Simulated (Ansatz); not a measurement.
Levels about the gap of amorphous Si21Ge3O48 (72 atoms in a cell of 1091 Å³, 2.40 g/cm³; zone centre alone, so wide bands show as single levels with stretches between that a denser mesh fills), at the geometry that PBE relaxed, where it gives 0.0 GPa on a denser mesh. The participation number counts the atoms over which a state spreads; weights are charges in smoothed Voronoi cells. The levels come from a single point, so bond lengths are those of that geometry. Method of the levels: r2SCAN, scalar-relativistic without spin-orbit coupling (Ansatz, a quantum-chemistry and plane-wave program). Sampling: the zone centre alone; Fermi-Dirac width 0.02 eV; no spin polarisation.

The cell was made by melting and quenching with the CHGNet potential and then relaxed with DFT. O atoms were pushed apart under 1.9 Å during the dynamics, to hinder bonds among them. The hot cell started wider than the set density and was brought back towards it in steps. It is the lowest in DFT energy of 2 quenches. It is a model cell: composition and starting density were chosen by hand, and all elements were melted together. No dispersion term was used. Its density started from a set value of 2.52 and ended at 2.40 g/cm³. Cooling (nominally 390 K/ps over its main leg) ran many orders faster than in experiment, which tends to leave more defects and strain. A cell of this size samples the disorder only roughly. Volume and shape were free in the relaxation.

| E - E(highest filled), eV | filling | participation number | largest on | weight O | weight Ge | weight Si |
|---|---|---|---|---|---|---|
| -0.24 | filled | 23.9 | O, 2 neighbours | 0.96 | 0.00 | 0.03 |
| -0.23 | filled | 26.4 | O, 2 neighbours | 0.96 | 0.01 | 0.03 |
| -0.17 | filled | 21.4 | O, 2 neighbours | 0.96 | 0.01 | 0.03 |
| -0.13 | filled | 13.8 | O, 2 neighbours | 0.96 | 0.01 | 0.03 |
| -0.06 | filled | 22.1 | O, 2 neighbours | 0.97 | 0.00 | 0.03 |
| -0.04 | filled | 18.0 | O, 2 neighbours | 0.97 | 0.01 | 0.03 |
| 0.00 | filled | 22.0 | O, 2 neighbours | 0.97 | 0.01 | 0.03 |
| 5.10 | empty | 23.4 | Ge, 4 neighbours | 0.63 | 0.23 | 0.14 |
| 6.02 | empty | 14.4 | Ge, 4 neighbours | 0.59 | 0.31 | 0.10 |
| 6.18 | empty | 11.4 | Ge, 4 neighbours | 0.57 | 0.33 | 0.10 |
| 7.02 | empty | 41.1 | Ge, 4 neighbours | 0.64 | 0.14 | 0.22 |
| 7.64 | empty | 47.5 | Ge, 4 neighbours | 0.71 | 0.08 | 0.21 |
| 7.71 | empty | 30.6 | Ge, 4 neighbours | 0.66 | 0.13 | 0.22 |
| 7.95 | empty | 50.5 | O, 2 neighbours | 0.70 | 0.03 | 0.28 |

Most localised among these is the empty level at +6.18 eV, on a Ge atom, which has 4 neighbours (O 1.74 Å, O 1.77 Å, O 1.78 Å, O 1.79 Å).
